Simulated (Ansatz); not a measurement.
## What P on a N site, symmetric start does to ZrN

Base system: a 24-atom supercell of ZrN in the rock salt structure (space group Fm-3m, No. 225; a = 4.552 Å) at its relaxed geometry.

The change: a neutral P on a N site, symmetric start, atoms relaxed at fixed cell.

Level of theory: PBEsol (Ansatz, a program for electronic structure, PAW, no spin-orbit coupling). Γ-centred 6×5×6 mesh, Fermi–Dirac width 0.05 eV.

The pressure goes from zero to 11.3 GPa and the energy gained by relaxation amounts to 1.09 eV. The mean distance from the defect site to its nearest host atoms rises by 0.126 Å to 2.40 Å.

Final structure:

```xyz
24
Lattice="0.0000 4.5523 4.5523 4.5523 -4.5523 4.5523 4.5523 4.5523 0.0000" Properties=species:S:1:pos:R:3 pbc="T T T"
P      0.0000     0.0000     0.0000
N      2.2761     2.2761     0.0000
N      2.2888     0.0001     2.2888
N      4.5521     2.2635     2.2888
N      4.4917     0.0606     4.4917
N      6.8158     2.2888     4.5524
N      0.0000     2.2761     2.2761
N      2.2761     4.5523     2.2761
N      2.2888     2.2635     4.5521
N      4.6129     4.4917     4.6129
N      4.5524     2.2888     6.8158
N      6.8158     4.5521     6.8158
Zr     2.2700     2.2823     2.2700
Zr     4.5561     4.5485     2.4017
Zr     4.5523     2.2761     4.5523
Zr     2.2761     0.0000     4.5523
Zr     6.8346     2.2700     6.8346
Zr     4.5485     0.0038     6.7029
Zr     2.4017     4.5485     4.5561
Zr     4.5561     6.7029     4.5561
Zr     4.5523     4.5523     6.8284
Zr     2.2761     2.2761     6.8284
Zr     6.7029     0.0038     4.5485
Zr     4.5485    -2.1506     4.5485
```

The cell is small, so the values are those of an ordered compound at a high defect concentration; dilute-limit values will differ. The defect started on the symmetric site and kept its symmetry, so it may sit on a saddle. All final runs are without spin polarisation. An odd electron count without spin: ZrN. The defect cell is not spin-polarised.
